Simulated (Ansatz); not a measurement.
## CoSi2: Co on a Si site (antisite), symmetric start

Consider a 9-atom supercell of CoSi2 (space group Fm-3m, No. 225; a = 5.312 Å; non-magnetic) at its relaxed geometry.

Perturbation: a neutral Co on a Si site (antisite), symmetric start, atoms relaxed at fixed cell.

Calculations: DFT with PBEsol, PAW potentials and a 420 eV plane-wave cutoff in Ansatz (a quantum-chemistry and plane-wave program), no SOC. Γ-centred 11×11×11 mesh, Fermi–Dirac width 0.05 eV.

The pressure goes from zero to -1.2 GPa and the energy gained by relaxation amounts to 0.02 eV. The largest displacement of a host atom from its site in the perfect cell is 0.04 Å and the mean distance from the defect site to its nearest host atoms stays 2.30 Å.

Final structure:

```yaml
crystal:
  lattice:
    - [-2.65606, 2.65606, 0.00000]
    - [0.00000, -2.65606, 2.65606]
    - [7.96819, 5.31213, 2.65606]
  atoms:
    - { symbol: Co, position: [0.00141, 0.00141, 0.00141] }
    - { symbol: Co, position: [0.99926, 0.66593, 0.33260] }
    - { symbol: Co, position: [0.99840, 0.33173, 0.66507] }
    - { symbol: Co, position: [0.25240, 0.25240, 0.25240] }
    - { symbol: Si, position: [0.25109, 0.91776, 0.58442] }
    - { symbol: Si, position: [0.24756, 0.58089, 0.91422] }
    - { symbol: Si, position: [0.75212, 0.75212, 0.75212] }
    - { symbol: Si, position: [0.75174, 0.41841, 0.08508] }
    - { symbol: Si, position: [0.74602, 0.07935, 0.41268] }
```

Cost of the whole job for the changed cell (relaxation, final SCF and bands): about 11 core-minutes (a rough figure).

Other magnetic orders, which the real material may have, were not ruled out. The cell is small, so the values are those of an ordered compound at a high defect concentration; dilute-limit values will differ. The defect started on the symmetric site and kept its symmetry, so it may sit on a saddle. Starting moments died away, wholly or in part, for the base; another magnetic solution may exist. Spin-polarised in the final run: Co on a Si site (antisite); the other runs are not. An odd electron count without spin: CoSi2. The defect cell is spin-polarised and ends with 1.9 μB.
